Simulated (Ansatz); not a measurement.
By PBEsol, the system below comes out a metal.

Here is the system:

```xyz
1
Lattice="2.7251 0.0000 0.0000 0.0000 2.7251 0.0000 1.3626 -1.3626 1.9270" Properties=species:S:1:pos:R:3 pbc="T T T"
Ir     0.0000     0.0000     0.0000
```

Space group of this cell: Fm-3m, fcc (Cu type). The cell is taken as given; by PBEsol its mean pressure is -6.8 GPa.

Method: PBEsol (plane waves, PAW; Ansatz, an electronic-structure program).

The current runs along the normal of the first two printed vectors; no spin-orbit coupling. Scaled by the factor s: both lengths across the current (ions clamped). Meshes 30×30×30 and 34×34 across the current in all rows.

| s | mean pressure (GPa) | ballistic conductance per area (both spins) (× 10¹⁵ S/m²) |
|---|---|---|
| 0.98 | 9.1 | 2.10 |
| 1.00 | -6.8 | 2.02 |
| 1.02 | -19.3 | ? |

Take the slope of the ballistic conductance per area (both spins) against ln s from the two given rows, extrapolate to s = 1.02, and say what the run there gives.

Slope = (2.10 − 2.02) / ln 0.98 = -3.96 × 10¹⁵ S/m². The line gives 2.02 + (-3.96) × ln 1.02 = 1.94 × 10¹⁵ S/m². The run gives 1.95 × 10¹⁵ S/m², 0.01 × 10¹⁵ S/m² over the line, 11 % of the predicted step.
